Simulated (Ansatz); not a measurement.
## Hf2Ge (I4/mcm, No. 140, 6 atoms in the cell; start mp-9939): properties by level of theory

```
level (code)           lattice constant a (Å)  c axis length (Å)
---------------------  ----------------------  -----------------
r²SCAN (Ansatz)                           [?]              5.275
r²SCAN-D4 (Ansatz)                        [?]              5.266
r²SCAN+rVV10 (Ansatz)                     [?]                [?]
```

Task: Fill in the missing entries.

Result: 
- r²SCAN (Ansatz, a program for electronic structure), lattice constant a (Å): 6.608
- r²SCAN-D4 (Ansatz), lattice constant a (Å): 6.598
- r²SCAN+rVV10 (Ansatz), lattice constant a (Å): 6.586
- r²SCAN+rVV10 (Ansatz), c axis length (Å): 5.258

Caveats: the relaxation could not lower the start's symmetry, so the cell can be a saddle point above a distorted one (r²SCAN, r²SCAN-D4, r²SCAN+rVV10). Ansatz's density-functional and Hartree–Fock values are scalar-relativistic unless marked +SOC, with PAW data made under PBE.

The computed numbers hold no vibrational or temperature effects.

A start named mp-… is a Materials Project structure, which need not be a measured phase.
